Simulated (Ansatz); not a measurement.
A hypothetical phase is included: elements placed on a structure type, which no database files for this compound.

Here is the system:

```xyz
8
Lattice="3.1993 0.0000 0.0000 0.0000 5.4924 0.0000 0.0000 0.0000 5.4924" Properties=species:S:1:pos:R:3 pbc="T T T"
Ga     0.0000     3.7323     1.7601
Ga     0.0000     1.7601     3.7323
Ga     1.5996     4.5063     4.5063
Ga     1.5996     0.9861     0.9861
N      0.0000     1.7433     1.7433
N      0.0000     3.7491     3.7491
N      1.5996     4.4895     1.0029
N      1.5996     1.0029     4.4895
```

The cell was relaxed by PBE-D3(BJ); by r2SCAN it stands under a pressure of -2.6 GPa.

Transport runs along the normal of the first two printed cell vectors, the (100) plane of the conventional cell.

The gap is the functional's own, uncorrected, and κ follows it; spin-orbit coupling is left out. Mid-gap means the computed energy nearest the middle.

Q: Give the band gap and the smallest decay constant κ at mid-gap that Ansatz (an electronic-structure program) with r2SCAN yields.

A: Gap 2.25 eV on a 10×6×6 mesh; κ = 0.162 1/Å, at the zone centre.
